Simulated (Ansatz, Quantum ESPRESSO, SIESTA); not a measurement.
**Code comparison for ZrCrF₆ (Fm-3m, 8 atoms in the cell)**

Self-consistent single point.

```xyz
8
Lattice="0.0000 4.1127 4.1127 4.1127 0.0000 4.1127 4.1127 4.1127 0.0000" Properties=species:S:1:pos:R:3 pbc="T T T"
Zr     4.1127     4.1127     4.1127
Cr     0.0000     0.0000     0.0000
F      4.1127     6.1332     4.1127
F      4.1127     2.0921     4.1127
F      2.0921     4.1127     4.1127
F      6.1332     4.1127     4.1127
F      4.1127     4.1127     6.1332
F      4.1127     4.1127     2.0921
```
Moments meant for the start (each program seeds them in its own way; μB, in the order of the atoms Zr Cr F F F F F F): 0.0 3.0 0.0 0.0 0.0 0.0 0.0 0.0.

Shared settings, as Ansatz (a first-principles code) writes them: kpoints.mp_grid.grid = 7 7 7; scf.occupations.method = fermi_dirac; scf.occupations.width = 0.1 eV. Potentials and cutoffs stand in the table.

```csv
code,model,pressure (GPa),largest force (eV/Å),size of the net moment (μB/atom),cutoff
Quantum ESPRESSO,"PBEsol, PseudoDojo standard norm-conserving (PBESOL) pseudopotentials",-2.14,0.003,0.50,95 Ry
Ansatz,"PBEsol, PAW files made with PBE",-2.32,0.020,0.50,default
SIESTA,"GGA PBEsol, numerical atomic orbitals TZP, PseudoDojo PBEsol standard norm-conserving potentials (rewritten from UPF to PSML)",-5.31,0.028,0.50,grid 300 Ry
```

On Ansatz's run: with one magnetic atom in the cell only a parallel order is possible.

The spread over the programs that give each value: pressure within 3.17 GPa; largest force within 0.025 eV/Å; size of the net moment within 0.00 μB/atom.

SIESTA uses small atom-centred bases, whose incompleteness enters pressures, forces and empty levels differently from a plane-wave cutoff. Ansatz's pressure is given at a fixed set of plane waves, as the other plane-wave codes print theirs; with its correction for the finite basis it is -2.00 GPa (the shift of 0.32 GPa shows how far the cutoff is from converged). In the pressure, SIESTA (by 3.08) lies more than 1 GPa from the median of the plane-wave programs.

On the base mesh (5 5 5) the same programs gave: Ansatz pressure -2.32 GPa; Quantum ESPRESSO pressure -2.15 GPa; SIESTA pressure -5.31 GPa.

The starting cell comes from a database of computed structures (which also holds hypothetical and non-ambient phases and stackings), without a prior relaxation at this level. Its lattice was rescaled by a random factor within 2.5 % of one.

Keys are those of Ansatz 0.2.
